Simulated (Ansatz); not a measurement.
Start from KTaO₃ in the cubic perovskite structure (space group Pm-3m, No. 221; a = 3.989 Å).

The values are results of r2SCAN (Ansatz, an electronic-structure program, PAW, no SOC), earlier PAW set, not measurements.

Carriers are added at fixed cell with a uniform background; the Fermi–Dirac width is that of 300 K.

One change was made to it. Results:

```json
[
 {"quantity": "gap between the host's bands", "base": "2.64 eV", "after": "2.90 eV"},
 {"quantity": "Fermi level relative to the doped band's edge (positive inside the band; to 0.05 eV)", "base": "–", "after": "+0.20 eV"},
 {"quantity": "gap character", "base": "indirect, R → Γ", "after": "indirect, R → Γ"}
]
```

### Question
Which of these changes matches the shifts?
A. electrons 2.0×10^21 cm⁻³
B. electrons 7.0×10^21 cm⁻³
C. holes 7.0×10^21 cm⁻³
D. holes 2.0×10^21 cm⁻³
E. holes 5.0×10^21 cm⁻³

### Answer
C, holes 7.0×10^21 cm⁻³. For comparison, the gap between the host's bands in the other runs: holes 2.0×10^21 cm⁻³ gives 2.71 eV; holes 5.0×10^21 cm⁻³ gives 2.82 eV; electrons 2.0×10^21 cm⁻³ gives 2.75 eV; electrons 7.0×10^21 cm⁻³ gives 3.02 eV.

Charged cell with a jellium background: band edges are those of the host's band count, energies are not comparable with the neutral cell, and many-body gap narrowing is missing. Spin-orbit coupling, missing from the scalar runs, can matter with Ta. No phonon test of stability was made.
